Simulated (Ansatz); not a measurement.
The starting structures come from a database of crystals and need not be the phases stable at ambient conditions.

 Where the default PAW files enter, the runs use the earlier of Ansatz's two default sets.

Inside the gap of an insulator the Bloch states are evanescent, with a wavenumber k + iκ along the transport direction.

Given:

```
CsPbBr3
1.0
    5.94863     0.00000     0.00000
    0.00000     8.41263     0.00000
    0.00000     4.20632     4.33251
Cs Pb Br
1 1 3
Cartesian
  0.00000   0.00000   0.00000
  2.97431   4.20632   0.00000
  0.00000   4.20632   0.00000
  2.97431   2.10316   2.16625
  2.97431   6.30947   2.16625
```

Space group of this cell: Cmmm. The cell is strained (lengths along the current scaled by 1.03, ions clamped); by r2SCAN its mean pressure is -0.7 GPa.

Transport runs along the normal of the first two printed cell vectors.

The gap is the functional's own, uncorrected, and κ follows it; spin-orbit coupling is left out. Mid-gap values are interpolated between the computed energies.

Problem. Estimate the band gap and the smallest decay constant κ at mid-gap that r2SCAN (Ansatz, a first-principles code) returns for this system.

Solution. Gap 2.10 eV on a 6×8×8 mesh; κ = 0.152 1/Å, at (0.500, 0.000) of the in-plane reciprocal vectors. At the zone centre, at the nearest computed energy, the slowest state has κ = 0.21 1/Å.
